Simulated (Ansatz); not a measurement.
## Effect of pressure 4.2 GPa on hypothetical rock salt MoP

The reference is MoP in the rock salt structure (space group Fm-3m, No. 225; a = 4.901 Å; a hypothetical phase, not in the database extracts checked).

One thing is altered: cell and atoms relaxed at a pressure of 4.2 GPa.

Calculations: Ansatz (an electronic-structure program) PBEsol, no SOC. Γ-centred 16×16×16 mesh, Fermi–Dirac width 0.05 eV.

The volume per atom decreases by 0.28 Å³ (14.71 Å³ → 14.43 Å³) and the density goes up by 0.14 g/cm³, from 7.16 g/cm³ to 7.30 g/cm³. The enthalpy H = E + PV relative to the base's energy is +0.38 eV/atom and the band gap is still zero.

Load acts through the strain it causes; cell and atoms are relaxed under it. No phonon test of stability was made. The final runs are not spin-polarised. An odd electron count without spin: MoP. MoP has a high density of states at the Fermi level and may be magnetic at this level.
